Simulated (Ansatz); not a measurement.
System: MoSi2 (P6₂22, No. 180, 9 atoms in the cell; start mp-8938; a measured phase of this formula has another space group). Method: PBEsol (PAW; Ansatz, a quantum-chemistry and plane-wave program).

Run with plane-wave cutoff 520 eV, 18×18×8 k mesh (along the axes of the cell as run), Fermi–Dirac smearing 0.05 eV, no spin polarisation, scalar-relativistic PAW data made under PBE.

Cell (relaxed with PBEsol):

```cif
data_Mo3Si6
_chemical_formula_sum 'Si6 Mo3'
_space_group_name_H-M_alt 'P 1'
_space_group_IT_number 1
_cell_length_a 4.57443
_cell_length_b 4.57443
_cell_length_c 6.56643
_cell_angle_alpha 90.000
_cell_angle_beta 90.000
_cell_angle_gamma 120.000
loop_
_space_group_symop_operation_xyz
  'x, y, z'
loop_
_atom_site_label
_atom_site_type_symbol
_atom_site_fract_x
_atom_site_fract_y
_atom_site_fract_z
_atom_site_occupancy
Si1 Si 0.16417 0.83583 0.83333 1
Si2 Si 0.32833 0.16417 0.16667 1
Si3 Si 0.16417 0.32833 0.50000 1
Si4 Si 0.83583 0.16417 0.83333 1
Si5 Si 0.67167 0.83583 0.16667 1
Si6 Si 0.83583 0.67167 0.50000 1
Mo1 Mo 0.50000 0.00000 0.50000 1
Mo2 Mo 0.50000 0.50000 0.83333 1
Mo3 Mo 0.00000 0.50000 0.16667 1
```

Give the computed band gap and Γ–Γ gap.


band gap: 0.04 eV (under three smearing widths, so not firm)
Γ–Γ gap: 2.85 eV

Note: the run has no spin polarisation, so it can have missed a magnetic state.

Spin–orbit coupling is not included; it can close the smallest gap of 0.04 eV.

Static lattice: no zero-point or thermal effects.

A start named mp-… is a Materials Project structure, which need not be a measured phase.
